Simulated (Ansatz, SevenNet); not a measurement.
# Ladder of methods for the elastic constant C33 of C11b WSi2

Reference value: 552 GPa (measured, temperature not stated, not corrected to a static lattice; as tabulated in Friák et al. (2018), doi:10.3390/nano8121057).

| level (code) | value (GPa) | cell (Å³/atom) |
|---|---|---|
| SevenNet-0 | 440 | 13.70 |
| PBE (Ansatz) | 529 | 13.67 |
| PBEsol (Ansatz) | ___ | 13.36 |
| revPBE (Ansatz) | 520 | 13.80 |
| PBE-D3(BJ) (Ansatz) | 576 | 13.25 |

What belongs in the gaps?


- PBEsol (Ansatz, a program for electronic structure), value (GPa): 561

Differences against the reference: SevenNet-0 -20 %, PBE -4.2 %, PBEsol +1.6 %, revPBE -5.8 %, PBE-D3(BJ) +4.3 %.

The reference's temperature isn't stated, so close values are not ranked against it.

The measured value isn't corrected to a static lattice, so vibrations enter the comparison. A static lattice is as a rule stiffer than a warm one, by over a tenth in soft solids.  Density-functional levels without +SOC have no spin–orbit coupling. PBE-D3(BJ): the dispersion coefficients are held fixed in the derivatives. Each level is taken at its own relaxed cell. Ansatz's density-functional and Hartree–Fock values are scalar-relativistic unless marked +SOC, with PAW data made under PBE.

Machine-learned potentials (SevenNet-0) are trained on DFT data: a solid inside that data is no test of them.

Differences are worked out from the printed values.
